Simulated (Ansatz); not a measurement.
System: O vacancy in monoclinic HfO2 (neutral cell). Method: PBE, PAW (plane waves to 420 eV; Ansatz, a program for electronic structure).

Settings: 96 host sites, the relaxed PBE lattice, the Γ point alone, smearing 0.01 eV, spin-restricted, no image-charge correction. Static, classical nuclei. Spin-orbit coupling is left out. The charge state is imposed; whether it is stable for some Fermi level was not computed. Forms of the defect that were not tried may lie lower. The start lies 0.14 eV above the lowest site run (PBE).

Barriers: single points on a 2×2×2 k-point mesh shifted by half a step at the bands' geometries (they differ from the bands' own by up to 0.14 eV, and are uncertain by about as much).

The step: one O atom jumps into the vacancy from a nearby O site. Atoms about the jump, Cartesian Å from the middle of the jump, before and after:

```json
[
 {"atom": "O1", "x0": "0.20", "y0": "0.39", "z0": "-1.28", "x1": "-0.20", "y1": "-0.39", "z1": "1.28"},
 {"atom": "Hf2", "x0": "0.95", "y0": "1.06", "z0": "0.59", "x1": "0.98", "y1": "1.10", "z1": "0.55"},
 {"atom": "Hf3", "x0": "-1.92", "y0": "-1.49", "z0": "0.99", "x1": "-1.92", "y1": "-1.50", "z1": "0.98"},
 {"atom": "Hf4", "x0": "1.44", "y0": "-1.06", "z0": "-2.07", "x1": "1.40", "y1": "-1.01", "z1": "-2.05"},
 {"atom": "O5", "x0": "-2.58", "y0": "-0.01", "z0": "-0.41", "x1": "-2.59", "y1": "-0.01", "z1": "-0.43"},
 {"atom": "O6", "x0": "2.56", "y0": "-0.01", "z0": "-0.40", "x1": "2.51", "y1": "-0.01", "z1": "-0.43"},
 {"atom": "O7", "x0": "-0.71", "y0": "-2.95", "z0": "0.24", "x1": "-0.74", "y1": "-3.01", "z1": "0.26"},
 {"atom": "O8", "x0": "-0.75", "y0": "2.17", "z0": "0.30", "x1": "-0.72", "y1": "2.19", "z1": "0.22"},
 {"atom": "O9", "x0": "-0.27", "y0": "-2.19", "z0": "-2.40", "x1": "-0.30", "y1": "-2.13", "z1": "-2.34"},
 {"atom": "Hf10", "x0": "-1.49", "y0": "1.54", "z0": "-1.64", "x1": "-1.47", "y1": "1.54", "z1": "-1.65"},
 {"atom": "O11", "x0": "2.10", "y0": "-2.55", "z0": "-0.68", "x1": "2.09", "y1": "-2.54", "z1": "-0.67"},
 {"atom": "O12", "x0": "2.06", "y0": "0.06", "z0": "2.21", "x1": "2.14", "y1": "0.05", "z1": "2.23"},
 {"atom": "O13", "x0": "1.65", "y0": "-2.63", "z0": "1.97", "x1": "1.64", "y1": "-2.62", "z1": "1.97"},
 {"atom": "O14", "x0": "-1.17", "y0": "-2.14", "z0": "2.86", "x1": "-1.17", "y1": "-2.17", "z1": "2.88"},
 {"atom": "Hf15", "x0": "0.53", "y0": "-1.06", "z0": "3.19", "x1": "0.54", "y1": "-1.05", "z1": "3.20"},
 {"atom": "Hf16", "x0": "3.22", "y0": "-1.51", "z0": "0.99", "x1": "3.22", "y1": "-1.51", "z1": "0.99"},
 {"atom": "O17", "x0": "-2.13", "y0": "0.06", "z0": "-3.06", "x1": "-2.13", "y1": "0.06", "z1": "-3.05"},
 {"atom": "O18", "x0": "-3.07", "y0": "-2.55", "z0": "-0.68", "x1": "-3.07", "y1": "-2.54", "z1": "-0.67"},
 {"atom": "O19", "x0": "0.68", "y0": "-0.37", "z0": "-3.96", "x1": "0.65", "y1": "-0.34", "z1": "-3.92"},
 {"atom": "O20", "x0": "-3.04", "y0": "0.06", "z0": "2.21", "x1": "-3.04", "y1": "0.06", "z1": "2.21"},
 {"atom": "Hf21", "x0": "-1.48", "y0": "-3.66", "z0": "-1.65", "x1": "-1.48", "y1": "-3.66", "z1": "-1.65"},
 {"atom": "Hf22", "x0": "0.99", "y0": "-4.11", "z0": "0.55", "x1": "0.99", "y1": "-4.11", "z1": "0.55"},
 {"atom": "O23", "x0": "2.10", "y0": "2.68", "z0": "-0.68", "x1": "2.10", "y1": "2.68", "z1": "-0.67"}
]
```

Q: Give the saddle-point geometry and the barrier.

A: 
```tsv
atom	x	y	z
O1	-0.06	-0.50	-0.14
Hf2	0.92	1.08	0.53
Hf3	-1.78	-1.43	0.89
Hf4	1.39	-1.07	-1.97
O5	-2.65	0.04	-0.45
O6	2.59	0.00	-0.44
O7	-0.77	-3.10	0.29
O8	-0.75	2.17	0.19
O9	-0.28	-2.19	-2.38
Hf10	-1.59	1.59	-1.68
O11	2.10	-2.57	-0.63
O12	2.08	0.02	2.21
O13	1.63	-2.61	1.99
O14	-1.12	-2.09	2.80
Hf15	0.58	-1.05	3.27
Hf16	3.22	-1.50	1.01
O17	-2.13	0.07	-3.05
O18	-3.03	-2.51	-0.70
O19	0.60	-0.28	-3.82
O20	-3.00	0.07	2.19
Hf21	-1.48	-3.68	-1.65
Hf22	0.99	-4.12	0.58
O23	2.08	2.69	-0.63
```
It lies 1.76 eV above the start and 1.76 eV above the end. The program found a first-order saddle point.
